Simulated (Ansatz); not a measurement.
We consider TePt (P6₃/mmc, No. 194, 4 atoms in the cell; start mp-571512; a measured phase of this formula has another space group), described by LDA (Ansatz, an electronic-structure program, PAW).

Numerical settings: plane-wave cutoff 520 eV, 18×18×10 k mesh (along the axes of the cell as run), Fermi–Dirac smearing 0.05 eV, scalar-relativistic PAW data made under PBE.

Cell (relaxed at this level):

```
CELL_PARAMETERS angstrom
      4.20313     0.00000     0.00000
     -2.10156     3.64001     0.00000
      0.00000     0.00000     5.49281
ATOMIC_POSITIONS crystal
  Te 0.66667 0.33333 0.75000
  Te 0.33333 0.66667 0.25000
  Pt 0.00000 0.00000 0.50000
  Pt 0.00000 0.00000 0.00000
```

Q: Give the computed bulk modulus B0.

A: 
* **bulk modulus B0**: 145 GPa

The run finds no gap.

Note: the bulk modulus is −V dP/dV from two relaxed cells at ±2 % in volume; the relaxation could not lower the start's symmetry, so the cell can be a saddle point above a distorted one.

Spin–orbit coupling is not included; it can open a gap where bands touch, and shift volumes and moduli.

The computed numbers hold no vibrational or temperature effects.

Computing time: around 6 core-minutes (rough).

A start named mp-… is a Materials Project structure, which need not be a measured phase.
